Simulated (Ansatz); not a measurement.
Base system: Rh in the fcc (Cu type) structure (space group Fm-3m, No. 225; a = 3.755 Å; relaxed with 0.1 eV smearing).

Method: LDA (Ansatz, a quantum-chemistry and plane-wave program, PAW, spin-orbit coupling left out).

Strains are applied to the cell and any free atomic positions relax.

One change was made to it. Results:

```json
[
 {"quantity": "energy relative to the base (free energy F)", "base": "0 meV/atom", "after": "+66 meV/atom"},
 {"quantity": "pressure", "base": "0.0 GPa", "after": "-19.3 GPa"}
]
```

**Question.** What was done to the base?
A. isotropic strain −0.50 %
B. isotropic strain −2.00 %
C. isotropic strain +1.50 %
D. isotropic strain +2.50 %

**Answer.** D, isotropic strain +2.50 %. For comparison, the energy relative to the base in the other runs: isotropic strain −0.50 % gives +3.0 meV/atom; isotropic strain −2.00 % gives +51 meV/atom; isotropic strain +1.50 % gives +25 meV/atom.

No phonon test of stability was made. All final runs are without spin polarisation. Rh lies near a magnetic instability that expansion can trigger; it was not tested.
